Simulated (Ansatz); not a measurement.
**TiO$_{2}$ in the anatase structure (space group I4_1/amd, No. 141)**

Space group I4₁/amd, origin choice 1 (No. 141); a = 3.7393 Å, b = 3.7393 Å, c = 9.4551 Å, α = 90.00°, β = 90.00°, γ = 90.00°

```tsv
atom	site	symmetry	x	y	z
Ti	4a	-4m2	0.0000	0.0000	0.0000
O	8e	2mm.	0.0000	0.0000	0.2080
```
(The calculation used a cell of 6 atoms; values per cell refer to that cell.)

Calculations: LDA/PAW in Ansatz (a program for electronic structure), no spin-orbit coupling. k-mesh 12×12×12 (Γ-centred); smearing 0.05 eV (Fermi–Dirac).

| Property | Value |
|---|---|
| Volume per atom | 11.02 Å³ |
| Density | 4.01 g/cm³ |
| Band gap | 2.08 eV, indirect, Γ–X (87 % along) → Γ |
| Total energy | -1188.411 eV/atom (σ→0; compares only within this code and set-up) |

No phonon test of stability was made. The final runs are not spin-polarised.
